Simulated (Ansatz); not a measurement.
Base system: Cs$_{2}$AgBiBr$_{6}$ (space group Fm-3m, No. 225; a = 11.187 Å).

The values are results of Ansatz (an electronic-structure program) PBEsol, spin-orbit coupling left out, not measurements.

For the base:

The hole mass comes out as 0.17 mₑ along k, 0.69 mₑ across (at X) and the lattice parameter a comes out as 1118.7 pm. The band gap comes out as 1.10 eV and the gap character is indirect, X → L.

The change: In takes the place of Ag on all its sites; the structure is relaxed again.

Estimate the effect on the hole mass, lattice parameter a, band gap and gap character.

The hole mass goes from 0.17 mₑ along k, 0.69 mₑ across (at X) to 0.033 mₑ (at Γ); the lattice parameter a goes up by 45.9 pm, from 1118.7 pm to 1164.6 pm; the band gap decreases by 0.793 eV, from 1.10 eV to 0.30 eV; the gap character changes from indirect, X → L to direct at Γ.

With Bi present, leaving out spin-orbit coupling can change the band edges. Effective masses come from finite differences of ±0.01 Å⁻¹. Along k means along the line from Γ to the band edge. Whether these cells are dynamically stable was not tested. For Cs2InBiBr6 in this form, whether it has been made was not checked.
